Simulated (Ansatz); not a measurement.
Adsorption energy and surface dipole of O on the 1x1 (111) surface of fcc Rh, one in a 2x2 cell, started at the site 'hollow Rh-Rh-Rh over Rh at depth 4.4 Å', worked from the runs' numbers; total energies count from the potentials' own zero.

The numbers are results of PBE (plane waves to 420 eV, PAW; Ansatz, a first-principles code), not measurements.

Set-up: 17 atoms, 6.5 Å thick at the start under the adsorbate (thin: gaps and levels are the slab's own); mesh 6x6x1; 0.1 eV smearing; dipole correction on; 8 atoms held, the rest relaxed; held to the start's symmetry, so lower structures may exist; no spin, no spin-orbit, no U, no dispersion correction. At the end it is bonded to 3 Rh. In PBE it is, or lies within 0.03 eV of, the lowest of the starts that converged.

```
quantity                                                             value
----------------------------------------------------------  --------------
slab with the adsorbate                                     -103006.646 eV
clean slab, same cell and mesh                              -102439.693 eV
reference, ½ O2(g)                                             -564.968 eV
area of the cell                                                  25.41 Å²
change of the step from the bottom to the top vacuum level        0.498 eV
```

**Question.** What is the adsorption energy against this reference?

**Answer.** E(slab + adsorbate) − E(slab) − E(reference) = -1.98 eV, so in this state the adsorbate is more stable than in the reference, at a coverage of 3.94 a nm².

**Question.** What dipole does adsorption add to the slab along the outward normal (Helmholtz relation, ε₀ = 0.005526 e/(V·Å))?

**Answer.** p = −ε₀·A·ΔV = -0.070 e·Å = -0.34 D; its negative end points to the vacuum, which raises the vacuum level.
